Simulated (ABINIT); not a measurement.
Input and output of a self-consistent single point for MgI₂ (P-3m1, 3 atoms in the cell) (ABINIT).

Method of the run: PBE, spin-orbit coupling, PAW (JTH v2.0 PBE PAW) (plane waves; ABINIT 10.0.3).

```
CELL_PARAMETERS angstrom
      2.08164    -3.60551     0.00000
      2.08164     3.60551     0.00000
      0.00000     0.00000     6.88195
ATOMIC_POSITIONS crystal
  Mg 0.00000 0.00000 0.00000
  I  0.33333 0.66667 0.24200
  I  0.66667 0.33333 0.75800
```

Reference input (self-consistent single point, DFT, PBE, plane waves, PAW (JTH v2.0 PBE PAW)): pseudos = [Mg.GGA_PBE-JTH.xml, I.GGA_PBE-JTH.xml]; ecut = 20 Ha; pawecutdg = 40 Ha; pawxcdev = 0; occopt = 3; tsmear = 0.00036749 Ha; ngkpt = 5 5 3; nshiftk = 1; shiftk = 0 0 0; potentials = JTH v2.0 PBE PAW; nband = 17; kptopt = 1. This run's input differs from it in these lines:

```diff
@@ -20,6 +20,8 @@
 pawxcdev 0
+nspinor 2
+nspden 1
 occopt 3
 tsmear 0.00036749
-nband 17
-kptopt 1
+nband 38
+kptopt 4
 ngkpt 5 5 3
```

Output (repeated stretches shortened):

```
--- !BeginCycle
solver: {iscf: 17, nstep: 100, nline: 4, wfoptalg: 10, }
tolerances: {toldfe: 1.00E-09, }
...

     iter   Etot(hartree)      deltaE(h)  residm     nres2
 ETOT  1  -84.860684430079    -8.486E+01 5.518E+00 3.576E+00
 ETOT  2  -87.055799093822    -2.195E+00 1.500E-02 2.463E+00
 ETOT  3  -87.035226609251     2.057E-02 9.440E-03 5.958E-01
 ETOT  4  -87.030825739907     4.401E-03 3.905E-03 4.127E-02
 ETOT  5  -87.030873743315    -4.800E-05 7.464E-04 2.146E-03
   [... 4 lines left out ...]
 ETOT 10  -87.030912671580    -1.114E-08 7.625E-05 8.606E-08
 ETOT 11  -87.030912673588    -2.007E-09 7.637E-05 1.526E-08
 ETOT 12  -87.030912673916    -3.289E-10 6.312E-05 1.032E-09
 ETOT 13  -87.030912673938    -2.191E-11 7.487E-05 1.468E-10
 At SCF step   13, etot is converged :
  for the second time, diff in etot=  2.191E-11 < toldfe=  1.000E-09

 Cartesian components of stress tensor (hartree/bohr^3)
  sigma(1 1)= -3.58132207E-05  sigma(3 2)=  0.00000000E+00
  sigma(2 2)= -3.58132210E-05  sigma(3 1)=  0.00000000E+00
  sigma(3 3)= -4.29775345E-05  sigma(2 1)=  0.00000000E+00

 ----iterations are completed or convergence reached----

 reduced coordinates (array xred) for    3 atoms
       0.000000000000      0.000000000000      0.000000000000
       0.333333333333      0.666666666667      0.241999998872
       0.666666666667      0.333333333333      0.758000001128
 cartesian forces (eV/Angstrom) at end:
    1     -0.00000000000000    -0.00000000000000    -0.00000000000000
    2     -0.00000000000000    -0.00000000000000     0.03204891085239
   [... lines left out ...]
 Fermi (or HOMO) energy (eV) =  -0.81558   Average Vxc (eV)=  -8.19516
   [... lines left out ...]
'-kT*entropy'       :  3.76314544942325E-16
total_energy        : -8.70308985612606E+01
total_energy_eV     : -2.36823118843119E+03
...

-Cartesian components of stress tensor (GPa)         [Pressure=  1.1239E+00 GPa]
- sigma(1 1)= -1.05366115E+00  sigma(3 2)=  0.00000000E+00
- sigma(2 2)= -1.05366116E+00  sigma(3 1)=  0.00000000E+00
- sigma(3 3)= -1.26444251E+00  sigma(2 1)=  0.00000000E+00

 Calculation completed.
```

The run converged in 13 iterations. Against the reference run the pressure hardly changes (1.05 to 1.12 GPa), the largest force goes from 0.018 to 0.032 eV/Å and the gap on the mesh goes from 3.566 to 3.240 eV.

The starting cell has typed, rounded lattice constants, without a prior relaxation at this level. Its lattice was rescaled by a random factor within 2.5 % of one.

Cost on one core of a shared machine: roughly 2 min.
